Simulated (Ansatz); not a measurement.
Au on the 1x1 (111) surface of fcc Pd, one in a 2x2 cell, started at the site 'hollow Pd-Pd-Pd over Pd at depth 4.5 Å'

Computed with PBE (plane waves to 420 eV, PAW; Ansatz, a first-principles code).

Set-up: 17 atoms, 6.8 Å thick at the start under the adsorbate (thin: gaps and levels are the slab's own); mesh 6x6x1; 0.1 eV smearing; dipole correction on; 8 atoms held, the rest relaxed; symmetry of the start imposed; no spin, no spin-orbit, no U, no dispersion correction. At the end it is bonded to 3 Pd. In PBE it is, or lies within 0.03 eV of, the lowest of the starts that converged.

```json
{
 "adsorption energy against an atom of fcc Au": "36 kJ/mol",
 "work_function_of_the_top_face": "4.72 eV",
 "change_of_the_work_function": "-0.51 eV",
 "change_of_the_step_from_the_bottom_to_the_top_vacuum_level_against_the_clean_slab": "-0.50 eV",
 "energy_released_by_relaxation": "0.14 eV",
 "height of the binding atom over the mean of the host atoms within 0.3 Å of the top one": "2.112 Å",
 "nearest_host_atoms_of_the_binding_atom": "Pd at 2.68 Å, Pd at 2.68 Å, Pd at 2.68 Å",
 "largest_move_of_a_host_atom": "0.03 Å",
 "cost": "roughly 5 core-minutes"
}
```

A negative adsorption energy means that the adsorbate is more stable on the surface than in its reference.
